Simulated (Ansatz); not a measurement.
Hf2SiN (model structure, started from the MAX type, P6₃/mmc, No. 194, 8 atoms in the cell), treated with PBEsol (Ansatz, a first-principles code, PAW).

The run printed, among other lines:

```
Relaxation: its limit of steps is 80 (relax.max_steps)
Crystal: 8 atoms, lattice volume = 118.384 Å³
Basis set: ecut = 520 eV, 3151 PW (Γ), exchange–correlation on 48×48×200 points (8 copies of the dense FFT grid, shifted against one another)
Bands: 74, of which v1, the nominal top of the filled ones, is band 61 counted from 1 (60 counted from 0)
Symmetry: 24 space group operations
Space group: P63/mmc (ITA 194), of the structure as read, at distance tolerance 4.9e-5 Å
k-points: 183 of 2304
Functional: x = pbesol(κ = 0.804, μ = 0.12345679012345678), c = pbesol(β = 0.046)
SCF iter   1: F=—  HF=-64401.902004 eV  |F-HF|=—  |Δ(HF+E_count)|=         —  Δρ=7.88e-3  dr2=8.83e-2
SCF iter   2: F=—  HF=-64401.883861 eV  |F-HF|=—  |Δ(HF+E_count)|=   1.81e-2  Δρ=3.00e-3  dr2=1.65e-2
  ...
SCF 1 converged in 8 iterations: F = -64401.879825 eV  dr2 = 1.43e-8
Crystal: 8 atoms, lattice volume = 118.384 Å³
Basis set: ecut = 520 eV, 3163 PW (Γ), exchange–correlation on 48×48×200 points (8 copies of the dense FFT grid, shifted against one another)
Initial density: handed on by an earlier stage of this run
SCF 2 converged in 7 iterations: F = -64401.879643 eV  dr2 = 7.47e-8
Crystal: 8 atoms, lattice volume = 118.384 Å³
SCF 3 converged in 10 iterations: F = -64401.881636 eV  dr2 = 6.83e-12
Crystal: 8 atoms, lattice volume = 118.384 Å³
SCF iter   2: F=—  HF=-64401.881636 eV  |F-HF|=—  |Δ(HF+E_count)|=   2.77e-5  Δρ=1.87e-6  dr2=1.32e-10
SCF iter   3: F=-64401.881636 eV  HF=-64401.881636 eV  |F-HF|=3.64e-11  |Δ(HF+E_count)|=  2.69e-10  Δρ=4.12e-7  dr2=8.26e-12
SCF 4 converged in 3 iterations: F = -64401.881636 eV  dr2 = 8.26e-12
SCF converged after 3 iterations
Free energy (F): -64401.881636 eV
Internal energy: -64401.859063 eV  (E = F + TS)
E sigma→0 (E₀):  -64401.870349 eV
Fermi energy:    19.190575 eV
--- Forces (eV/Å), atoms counted from 1 ---
  atom   1  Si     0.00000000    -0.00000000     0.00000000
  atom   2  Si    -0.00000000     0.00000000     0.00000000
  atom   3  Hf    -0.00000000     0.00000000     0.00001996
  atom   4  Hf    -0.00000000    -0.00000000     0.00001996
  atom   5  Hf    -0.00000000     0.00000000    -0.00001996
  atom   6  Hf    -0.00000000     0.00000000    -0.00001996
  atom   7  N      0.00000000     0.00000000     0.00000000
  atom   8  N      0.00000000     0.00000000     0.00000000
--- Stress (GPa, compression-positive) ---
       -3.545278       0.000000       0.000000
        0.000000      -3.545278       0.000000
        0.000000       0.000000      -3.552225
  P = ⅓ Tr σ = -3.5476 GPa (-35.476 kbar)
```

Q: Write an input file that could have produced this run (the log leaves some choices open).

A: One answer among several that fit: 
Ansatz 0.2 input:
```yaml
crystal:
  lattice:
    - [3.1978035327, 0.0, 0.0]
    - [-1.5989017663, 2.7693790956, 0.0]
    - [0.0, 0.0, 13.3677949603]
  atoms:
    - { symbol: Si, position: [0.3333333333, 0.6666666667, 0.75] }
    - { symbol: Si, position: [0.6666666667, 0.3333333333, 0.25] }
    - { symbol: Hf, position: [0.3333333333, 0.6666666667, 0.0955715965] }
    - { symbol: Hf, position: [0.6666666667, 0.3333333333, 0.5955715965] }
    - { symbol: Hf, position: [0.6666666667, 0.3333333333, 0.9044284035] }
    - { symbol: Hf, position: [0.3333333333, 0.6666666667, 0.4044284035] }
    - { symbol: N, position: [0.0, 0.0, 0.0] }
    - { symbol: N, position: [0.0, 0.0, 0.5] }
basis:
  ecutwfc: 520
  ecutrho_ratio: 4
  xc_grid: 2
kpoints:
  mp_grid: { grid: [24, 24, 4] }
hamiltonian:
  xc: pbesol
  dispersion: none
  pseudopotentials: { kind: paw }
scf:
  occupations: { method: fermi_dirac, width: 0.05 }
output:
  forces: true
  stress: true
  eigenvalues: true
relax:
  f_tol: 0.004
  escape_saddle: false
  max_steps: 80
  cell: { stress_tol: 0.02, fix: [volume] }
```

The cell is one volume of an energy–volume scan, off the minimum.

The PAW data were made under PBE.

Note: the relaxation could raise the start's symmetry but not lower it, so the cell can be a saddle point.

Computing time: roughly 10 core-minutes.

A model structure was made by putting elements into a prototype or built by hand; it is no filed structure, need not be a known phase, and can be a saddle point held by its symmetry.
